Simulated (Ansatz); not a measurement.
# Rh2Si (space group Pnma, No. 62; a cell from a computed database, its experimental status unchecked)

```xyz
12
Lattice="5.3637 0.0000 0.0000 0.0000 3.9217 0.0000 0.0000 0.0000 7.3907" Properties=species:S:1:pos:R:3 pbc="T T T"
Si     1.5163     0.9804     6.6156
Si     3.8474     2.9413     0.7752
Si     1.1656     2.9413     2.9202
Si     4.1981     0.9804     4.4705
Rh     2.8232     2.9413     5.9100
Rh     2.5405     0.9804     1.4807
Rh     5.2223     0.9804     2.2146
Rh     0.1413     2.9413     5.1761
Rh     4.4972     0.9804     6.8745
Rh     0.8664     2.9413     0.5162
Rh     3.5482     2.9413     3.1791
Rh     1.8154     0.9804     4.2116
```

Calculations: PBEsol (Ansatz, a first-principles code; PAW; 420 eV plane waves; no spin-orbit coupling). Γ-centred 7×10×5 mesh, Fermi–Dirac width 0.05 eV.

The volume per atom is 12.96 Å³. The density is 9.99 g/cm³ and the band gap comes out as zero. The total energy is -4433.770 eV/atom (σ→0; compares only within this code and set-up).

Whether these cells are dynamically stable was not tested. The final runs are not spin-polarised.
